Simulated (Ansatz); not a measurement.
The parent structure is CoO in the rock salt structure (space group Fm-3m, No. 225; ferromagnetic; relaxed with 0.1 eV smearing).

```
CELL_PARAMETERS angstrom
      0.00000     2.12347     2.12347
      2.12347     0.00000     2.12347
      2.12347     2.12347     0.00000
ATOMIC_POSITIONS crystal
  O  0.00000 0.00000 0.00000
  Co 0.50000 0.50000 0.50000
```

Computed with Kohn–Sham DFT with the PBE functional, run in Ansatz (a first-principles code) with PAW and 420 eV plane waves, without spin-orbit coupling.

Base values:

Pressure: 0.0 GPa
Largest site moment: 2.43 μB
Band gap: zero
Magnetic state: ferromagnetic

Modification: the cell is scaled by 0.9959 in all directions, atoms relaxed at fixed cell.

Q: Predict the new energy relative to the base.

A: The energy grows by 0.7 meV/atom.

Q: What does the calculation give for the pressure after the change?

A: The pressure goes from zero to 2.1 GPa.

Q: What does the calculation give for the largest site moment after the change?

A: The largest site moment is nearly the same (2.43 μB against 2.41 μB).

Q: Estimate the effect on the band gap.

A: The band gap stays zero.

Q: How does this affect the magnetic state?

A: The magnetic state remains ferromagnetic.

The cells carry an imposed strain or load. No phonon test of stability was made. No Hubbard U is applied and the magnetic state is the run's own (CoO ferromagnetic); other magnetic orders, which need larger cells, were not tried and can change the gap. In its common phase, real CoO is an antiferromagnetic insulator at low temperature.
